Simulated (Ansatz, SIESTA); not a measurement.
## Fe2Si (P1, 3 atoms in the cell) computed with different codes at matched settings

Self-consistent single point, at a second geometry (atoms moved at random). First geometry:

```
CELL_PARAMETERS angstrom
     -1.33414     1.33414     4.40849
      1.33414    -1.33414     4.40849
      1.33414     1.33414    -4.40849
ATOMIC_POSITIONS crystal
  Fe 0.33963 0.33963 0.00000
  Fe 0.66037 0.66037 0.00000
  Si 0.00000 0.00000 0.00000
```
Moments meant for the start (each program seeds them in its own way; μB, in the order of the atoms Fe Fe Si): 4.0 4.0 0.0.

Second geometry:
```yaml
crystal:
  lattice:
    - [-1.33414, 1.33414, 4.40849]
    - [1.33414, -1.33414, 4.40849]
    - [1.33414, 1.33414, -4.40849]
  atoms:
    - { symbol: Fe, position: [0.33631, 0.35624, 0.00452], spin: 4.0 }
    - { symbol: Fe, position: [0.67192, 0.66098, 0.01217], spin: 4.0 }
    - { symbol: Si, position: [0.99177, 0.98278, 0.98330] }
```
(The spins are starting values, not results.)

Shared settings, as Ansatz (a quantum-chemistry and plane-wave program) writes them: kpoints.mp_grid.grid = 9 9 9; scf.occupations.method = fermi_dirac; scf.occupations.width = 0.01 Ry. Potentials and cutoffs stand in the table.

```json
[
 {"code": "SIESTA", "model": "LDA PW92, numerical atomic orbitals DZP, PseudoDojo LDA standard norm-conserving potentials (rewritten from UPF to PSML)", "ΔF from the first geometry (meV/atom)": "18.0", "pressure (GPa)": "-10.43", "largest force (eV/Å)": "1.002", "size of the net moment (μB/atom)": "0.65", "cutoff": "grid 350 Ry"},
 {"code": "Ansatz", "model": "LDA (PW92), PAW files made with PBE", "ΔF from the first geometry (meV/atom)": "14.6", "pressure (GPa)": "-8.73", "largest force (eV/Å)": "0.775", "size of the net moment (μB/atom)": "0.59", "cutoff": "default"}
]
```

Size of the force on each atom (eV/Å): Sizes of forces hide their directions.

| code | Fe1 | Fe2 | Si3 |
|---|---|---|---|
| SIESTA | 1.002 | 0.444 | 0.743 |
| Ansatz | 0.775 | 0.302 | 0.751 |

On Ansatz's run: the magnetic order is the one reached from the typed start; others were not searched systematically.

The spread over the programs that give each value: ΔF from the first geometry within 3.4 meV/atom; pressure within 1.70 GPa; largest force within 0.227 eV/Å; size of the net moment within 0.06 μB/atom.

SIESTA uses small atom-centred bases, whose incompleteness enters pressures, forces and empty levels differently from a plane-wave cutoff. Ansatz's pressure is given at a fixed set of plane waves, as the other plane-wave codes print theirs; with its correction for the finite basis it is -8.63 GPa.

The starting cell comes from a database of computed structures (which also holds hypothetical and non-ambient phases and stackings), without a prior relaxation at this level. Its lattice was rescaled by a random factor within 2.5 % of one. For this run, on top of that: atoms moved at random.

Keys are those of Ansatz 0.2.
